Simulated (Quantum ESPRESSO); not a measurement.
**Refining one setting for KF (Fm-3m, 2 atoms in the cell)**

```
KF
1.0
    0.00000     2.58938     2.58938
    2.58938     0.00000     2.58938
    2.58938     2.58938     0.00000
K F
1 1
Direct
  0.00000   0.00000   0.00000
  0.50000   0.50000   0.50000
```

Computed with PBE, GBRV 1.5 ultrasoft (PBE) pseudopotentials (plane waves; Quantum ESPRESSO).

The starting cell comes from a database of computed structures (which also holds hypothetical and non-ambient phases and stackings), without a prior relaxation at this level. Its lattice was rescaled by a random factor within 2.5 % of one. In the base run, with a pressure of about 4 GPa the cell is away from its equilibrium volume at this level.

Held fixed: ecutwfc = 40 Ry; ecutrho = 200 Ry; occupations = fixed; potentials = {K: k_pbe_v1.4.uspp.F.UPF, F: f_pbe_v1.4.uspp.F.UPF}; K_POINTS = automatic 11 11 11 0 0 0; nbnd = 14; mixing_beta = 0.5.

ΔF is the free energy per atom less that of the last row (7.3e-14 Ry).

The series runs over conv_thr = 0.0073 Ry; 0.00073 Ry; 7.3e-05 Ry; 7.3e-06 Ry; 7.3e-07 Ry; 7.3e-08 Ry; 1e-08 Ry; 7.3e-10 Ry; 7.3e-12 Ry; 7.3e-14 Ry.

**Question.** From which setting on does the energy stay within 2 meV/atom of the last one?

**Answer.** From conv_thr = 0.00073 Ry on; the one before it is off by 4.7 meV/atom.

**Question.** From which setting on does the gap on the mesh stay within 0.01 eV of the last one?

**Answer.** From conv_thr = 7.3e-06 Ry on; the one before it is off by 0.020 eV. The value it settles on is 6.697 eV at this level of theory and with the other settings as held.

| conv_thr | ΔF (meV/atom) | pressure (GPa) | gap on the mesh (eV) | iterations |
|---|---|---|---|---|
| 0.0073 Ry | 4.7 | 7.83 | 6.807 | 3 |
| 0.00073 Ry | 0.20 | 5.59 | 6.676 | 4 |
| 7.3e-05 Ry | 0.04 | 2.99 | 6.676 | 5 |
| 7.3e-06 Ry | 0.01 | 4.82 | 6.702 | 6 |
| 7.3e-07 Ry | 0.00 | 4.30 | 6.697 | 7 |
| 7.3e-08 Ry | 0.00 | 4.07 | 6.696 | 8 |
| 1e-08 Ry | 0.00 | 4.12 | 6.697 | 9 |
| 7.3e-10 Ry | 0.00 | 4.16 | 6.697 | 10 |
| 7.3e-12 Ry | 0.00 | 4.15 | 6.697 | 12 |
| 7.3e-14 Ry | 0.00 | 4.15 | 6.697 | 14 |

The gap is read on the k-point mesh of the run and can differ from the gap over the whole zone at this level.
